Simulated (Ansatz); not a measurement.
Input:

```
Zr
1.0
    3.14377     0.00000     0.00000
   -1.57189     2.72259     0.00000
    0.00000     0.00000     5.11830
Zr
2
Cartesian
  1.57189   0.90753   3.83873
  0.00000   1.81506   1.27958
```

No spin polarisation.

Method: Ansatz (a program for electronic structure) LDA, no spin-orbit coupling. Settings: 21×21×12 k-points, 0.1 eV Fermi–Dirac smearing.

Q: Estimate the pressure (mean of the normal stresses, compression positive).

A: -0.6 GPa.

Q: Predict the band gap.

A: Zero.

The cells carry an imposed strain or load. Whether these cells are dynamically stable was not tested. All final runs are without spin polarisation. The cell was made from Zr in the hcp (Mg type) structure (space group P6_3/mmc, No. 194) by this change: uniaxial strain ε_zz = +0.50 %.
